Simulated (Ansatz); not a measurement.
**BAs: response to strain**

The reference is BAs in the zinc blende structure (space group F-43m, No. 216).

```
BAs
1.0
    0.00000     2.39196     2.39196
    2.39196     0.00000     2.39196
    2.39196     2.39196     0.00000
As B
1 1
Direct
  0.25000   0.25000   0.25000
  0.00000   0.00000   0.00000
```

Cartesian axes are those of the cell as printed.

Strains are applied to the cell and any free atomic positions relax; under biaxial strain the out-of-plane vector relaxes too; under stress the whole cell relaxes.

Calculations: Ansatz (a quantum-chemistry and plane-wave program) r2SCAN, spin-orbit coupling left out.

Notes on the quantities. pressure: mean of the normal stresses, compression positive; energy relative to the base: free energy F.

```json
[
 {"variant": "base", "pressure": "0.00 GPa", "band gap": "1.38 eV", "space group": "F-43m (No. 216)", "energy relative to the base": "0 meV/atom"},
 {"variant": "biaxial strain −2.40 %, plane normal [001], relaxed out of plane", "pressure": "5.71 GPa", "band gap": "1.05 eV", "space group": "I-4m2 (No. 119)", "energy relative to the base": "+17 meV/atom"},
 {"variant": "biaxial strain −2.16 %, plane normal [001], relaxed out of plane", "pressure": "5.09 GPa", "band gap": "1.08 eV", "space group": "I-4m2 (No. 119)", "energy relative to the base": "+14 meV/atom"},
 {"variant": "biaxial strain +2.27 %, plane normal [110], relaxed out of plane", "pressure": "-5.11 GPa", "band gap": "1.22 eV", "space group": "Imm2 (No. 44)", "energy relative to the base": "+15 meV/atom"},
 {"variant": "biaxial strain +2.68 %, plane normal [111], relaxed out of plane", "pressure": "-5.98 GPa", "band gap": "1.27 eV", "space group": "R3m (No. 160)", "energy relative to the base": "+22 meV/atom"},
 {"variant": "isotropic strain −0.71 %", "pressure": "3.14 GPa", "band gap": "1.36 eV", "space group": "F-43m (No. 216)", "energy relative to the base": "+2.8 meV/atom"},
 {"variant": "uniaxial strain ε_xx = +2.63 %", "pressure": "-3.47 GPa", "band gap": "1.20 eV", "space group": "I-4m2 (No. 119)", "energy relative to the base": "+8.4 meV/atom"},
 {"variant": "tensor shear ε_xy = −0.66 %", "pressure": "0.02 GPa", "band gap": "1.31 eV", "space group": "Imm2 (No. 44)", "energy relative to the base": "+1.2 meV/atom"},
 {"variant": "uniaxial stress, 8 GPa compression along x", "pressure": "–", "band gap": "0.77 eV", "space group": "I-4m2 (No. 119)", "energy relative to the base": "+11 meV/atom"},
 {"variant": "tensor shear ε_yz = +0.55 %", "pressure": "0.01 GPa", "band gap": "1.32 eV", "space group": "Imm2 (No. 44)", "energy relative to the base": "+0.8 meV/atom"}
]
```

A biaxial case was relaxed in a doubled cell and then solved in the primitive one. Beyond what the load breaks, stability against distortions was not tested.
